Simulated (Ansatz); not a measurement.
We consider AlN (model structure, started from the BeO type, P4₂/mnm, No. 136, 8 atoms in the cell), described by PBEsol in Ansatz (PAW).

Settings: plane-wave cutoff 520 eV, 6×6×12 k mesh (along the axes of the cell as run), Fermi–Dirac smearing 0.01 eV, scalar-relativistic PAW data made under PBE.

Cell (relaxed with PBEsol):

```cif
data_Al4N4
_chemical_formula_sum 'Al4 N4'
_space_group_name_H-M_alt 'P 1'
_space_group_IT_number 1
_cell_length_a 5.29433
_cell_length_b 5.29433
_cell_length_c 3.10888
_cell_angle_alpha 90.000
_cell_angle_beta 90.000
_cell_angle_gamma 90.000
loop_
_space_group_symop_operation_xyz
  'x, y, z'
loop_
_atom_site_label
_atom_site_type_symbol
_atom_site_fract_x
_atom_site_fract_y
_atom_site_fract_z
_atom_site_occupancy
Al1 Al 0.32285 0.67715 0.00000 1
Al2 Al 0.67715 0.32285 0.00000 1
Al3 Al 0.82285 0.82285 0.50000 1
Al4 Al 0.17715 0.17715 0.50000 1
N1 N 0.31530 0.31530 0.00000 1
N2 N 0.68470 0.68470 0.00000 1
N3 N 0.18470 0.81530 0.50000 1
N4 N 0.81530 0.18470 0.50000 1
```

Task: Give the computed band gap and smallest direct gap on the k points sampled.

Result: 
* **band gap**: 3.75 eV
* **smallest direct gap on the k points sampled**: 3.76 eV

Note: the relaxation could raise the start's symmetry but not lower it, so the cell can be a saddle point.

Computed values are for the static lattice.

Computing time: about 26 core-seconds (a rough figure).

A model structure was made by putting elements into a prototype or built by hand; it is no filed structure, need not be a known phase, and can be a saddle point held by its symmetry.

Ansatz is a program for electronic structure.
